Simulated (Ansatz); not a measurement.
The parent structure is Cu in the fcc (Cu type) structure (space group Fm-3m, No. 225; a = 3.518 Å; relaxed with 0.1 eV smearing). Axes: x, y, z lie along the cube axes.

Calculations: LDA in Ansatz (plane waves to 420 eV, PAW, no spin-orbit coupling).

Before the change:

The shortest interatomic distance comes out as 2.488 Å.

One thing is altered: a pure shear with ε_xy = ε_yx = 0.0086; the atoms relax in the strained cell.

Q: Predict the new energy relative to the base, shortest interatomic distance and stress.

A: The energy grows by 1.0 meV/atom; the shortest interatomic distance falls by 0.0214 Å (2.488 Å → 2.466 Å); the stress (xx, yy, zz, yz, xz, xy; compression positive) is (0.1, 0.1, 0.0, 0.0, 0.0, -1.7) GPa.

Stability against distortions was not tested. The final runs are not spin-polarised.

Ansatz is a quantum-chemistry and plane-wave program.
